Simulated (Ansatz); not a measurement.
```
CELL_PARAMETERS angstrom
      4.22854    -0.04597     0.00961
     -0.04597     4.10149    -0.04430
      0.00961    -0.04430     4.20430
ATOMIC_POSITIONS crystal
  N  0.50000 0.50000 0.50000
  N  0.50000 0.00000 0.00000
  N  0.00000 0.50000 0.00000
  N  0.00000 0.00000 0.50000
  W  0.50000 0.50000 0.00000
  W  0.00000 0.50000 0.50000
  W  0.50000 0.00000 0.50000
```

No spin polarisation.

Level of theory: Ansatz (a quantum-chemistry and plane-wave program) PBEsol, without spin-orbit coupling. Settings: 11×11×11 k-points, 0.05 eV Fermi–Dirac smearing.

What pressure (mean of the normal stresses, compression positive) does the calculation give?

1.2 GPa.

Estimate the space group.

P-1 (No. 2).

What band gap does the calculation give?

Zero.

The cells carry an imposed strain or load. No phonon test of stability was made. The final runs are not spin-polarised. The cell was made from W3N4 (space group Pm-3m, No. 221) by this change: strain tensor (xx, yy, zz, yz, xz, xy) = (+1.18, −1.86, +0.60, −1.06, +0.23, −1.10) %.
